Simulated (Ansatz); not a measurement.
Start from ZnS in the zinc blende structure (space group F-43m, No. 216; a = 5.3569 Å).

Method: plane-wave PAW DFT at the PBEsol level (Ansatz, a quantum-chemistry and plane-wave program, 420 eV), scalar-relativistic without spin-orbit coupling, earlier PAW set.

It is then changed as follows: Cd takes the place of Zn on all its sites; the structure is relaxed again.

Measured band gap: ZnS 3.94 eV (static lattice; corrected from measurement; as listed in Wei Chen et al., Physical Review Materials (2018)); CdS 2.48 eV (0 K or low temperature; as listed in arXiv:1206.3780).

Measured lattice parameter a: ZnS 5.41 Å (room temperature; as listed in Martin Albrecht, Beate Paulus, Hermann Stoll, Phys. Rev. B (1997)); CdS 5.832 Å (room temperature; as listed in arXiv:1206.3780).

Task: How well does PBEsol reproduce the measured shift?

Result: With PBEsol the band gap moves by -1.07 eV (2.08 → 1.01) against -1.46 eV measured; the lattice parameter a moves by +0.468 Å (5.357 → 5.825) against +0.422 Å measured. The two measured values stand on different bases (one corrected, one not), which blurs small differences.

Stability against distortions was not tested.
